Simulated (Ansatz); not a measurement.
## PBE against PBEsol: TiO2, pressure 1.5 GPa

The parent structure is TiO2 in the rutile structure (space group P4_2/mnm, No. 136; a = 4.6434 Å, c = 2.9638 Å).

(Cell as relaxed with PBE.)

Levels (all Ansatz, a program for electronic structure, PAW): PBE (420 eV, no SOC); PBEsol (420 eV, without spin-orbit coupling).

Each level relaxes its own structure.

```csv
base,PBE,PBEsol
volume per atom,10.65 Å³,10.33 Å³
lattice parameter a,4.643 Å,4.591 Å
band gap,1.86 eV,1.87 eV
```

One thing is altered: cell and atoms relaxed at a pressure of 1.5 GPa.

```json
[
 {"quantity": "valence-band top at Γ (three highest levels, from the VBM)", "PBE": "0.00, -0.44, -0.44 eV", "PBEsol": "0.00, -0.46, -0.46 eV"},
 {"quantity": "band gap", "PBE": "1.86 eV", "PBEsol": "1.87 eV"},
 {"quantity": "electron mass", "PBE": "0.57 mₑ along c, 1.1 mₑ across (at Γ)", "PBEsol": "0.54 mₑ along c, 1.1 mₑ across (at Γ)"},
 {"quantity": "lattice parameter a", "PBE": "4.630 Å", "PBEsol": "4.579 Å"}
]
```

PBE's band gap lies 0.01 eV below PBEsol's; PBE's lattice parameter a lies 0.051 Å above PBEsol's (1.1 %). Neither level is exact; PBEsol is the comparison here, not a measurement.

Load acts through the strain it causes; cell and atoms are relaxed under it. Masses are band curvatures over ±0.01 Å⁻¹ around the edge. Stability against distortions was not tested. The final runs are not spin-polarised.
